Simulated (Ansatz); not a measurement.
Levels about the gap of amorphous Al$_{28}$O$_{44}$Si (73 atoms in a cell of 808 Å³, 3.06 g/cm³; zone centre alone, so wide bands show as single levels with stretches between that a denser mesh fills), at the geometry that PBE relaxed, where it gives -1.1 GPa on a denser mesh. The participation number counts the atoms over which a state spreads; weights are charges in smoothed Voronoi cells. The levels come from a single point, so bond lengths are those of that geometry. Method of the levels: PBE, scalar-relativistic without spin-orbit coupling (Ansatz, a program for electronic structure). Sampling: the zone centre alone; Fermi-Dirac width 0.02 eV; no spin polarisation. At PBE the levels at the filled edge of the gap are localised (band-tail or defect states), and the nearest spread-out levels lie 3.8 eV apart at the zone centre.

It comes from a melt-quench run on a machine-learned potential (CHGNet), relaxed afterwards by DFT. O atoms were pushed apart under 1.9 Å during the dynamics, to hinder bonds among them. The hot cell started wider than the set density and was brought back towards it in steps. It is the lowest in DFT energy of 2 quenches. It is a model cell: composition and starting density were chosen by hand, and all elements were melted together. No dispersion term was used. Its density started from a set value of 3.06 and ended at 3.06 g/cm³. Cooling (nominally 280 K/ps over its main leg) ran many orders faster than in experiment, which tends to leave more defects and strain. A cell of this size samples the disorder only roughly. The volume was held where the preparation left it, at a PBE pressure of -1.1 GPa (tension). Stress components on the final sampling reach 2.4 GPa.

```tsv
E - E(highest filled), eV	filling	participation number	largest on	weight O	weight Al	weight Si
-0.41	filled	12.4	O, 3 neighbours	0.95	0.05	0.00
-0.34	filled	13.4	O, 3 neighbours	0.95	0.05	0.00
-0.27	filled	16.3	O, 2 neighbours	0.95	0.05	0.00
-0.21	filled	6.7	O, 3 neighbours	0.95	0.04	0.00
-0.15	filled	8.0	O, 2 neighbours	0.95	0.05	0.00
-0.10	filled	9.4	O, 2 neighbours	0.96	0.04	0.00
0.00	filled	5.6	O, 3 neighbours	0.95	0.05	0.00
3.53	empty	65.7	Al, 4 neighbours	0.58	0.41	0.01
5.61	empty	19.8	Al, 4 neighbours	0.56	0.44	0.00
5.67	empty	20.8	Al, 4 neighbours	0.58	0.42	0.00
5.94	empty	42.1	Al, 4 neighbours	0.62	0.37	0.01
6.14	empty	54.5	O, 3 neighbours	0.61	0.38	0.01
6.20	empty	48.8	Al, 4 neighbours	0.61	0.38	0.01
```

Most localised among these is the filled level at +0.00 eV, on a O atom, which has 3 neighbours (Al 1.79 Å, Al 1.92 Å, Al 1.96 Å).
